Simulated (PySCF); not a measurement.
PySCF 2.14.0, PBE/def2-tzvp, df: Si(H)(Br)(Me)(OH) (C[SiH](O)Br), 9 atoms. The geometry is a generated start, not checked to be a minimum at this level.

```
Property                       Value
-------------------  ---------------
task                          energy
method                           pbe
basis                      def2-tzvp
two-electron scheme  density fitting
mol.max_memory               3000 MB
mf.max_cycle                     100
mf.init_guess        minao (default)
mf.DIIS              CDIIS (default)
mf.conv_tol          1e-09 (default)
mf.grids.level           3 (default)
basis functions                  177
grid points                   116848
```

```xyz
9

Si    -0.5568     0.3954     0.2581
C      1.1760    -0.2867    -0.0499
O     -1.7289    -0.4270    -0.5008
Br    -0.7268     2.3817    -0.6888
H     -0.8673     0.5698     1.6697
H      1.2801    -1.2957     0.3441
H      1.9283     0.3314     0.4302
H      1.4078    -0.3203    -1.1120
H     -1.9124    -1.3486    -0.3505
```

One run each on 2 threads, 1 BLAS thread. Values of diis_space tried: 3, 5, 8 (default), 12, 20.

Task: Predict the course of the Fock builds along this series.

Result: Fewest Fock builds, within one of each other: 5 with 14, 8 (default) with 13, 12 with 13, 20 with 13. The count rises to 21 at 3. All converge to one solution.

```json
[
 {"diis_space": "3", "Fock builds": "21", "end": "same solution"},
 {"diis_space": "5", "Fock builds": "14", "end": "same solution"},
 {"diis_space": "8 (default)", "Fock builds": "13", "end": "same solution"},
 {"diis_space": "12", "Fock builds": "13", "end": "same solution"},
 {"diis_space": "20", "Fock builds": "13", "end": "same solution"}
]
```
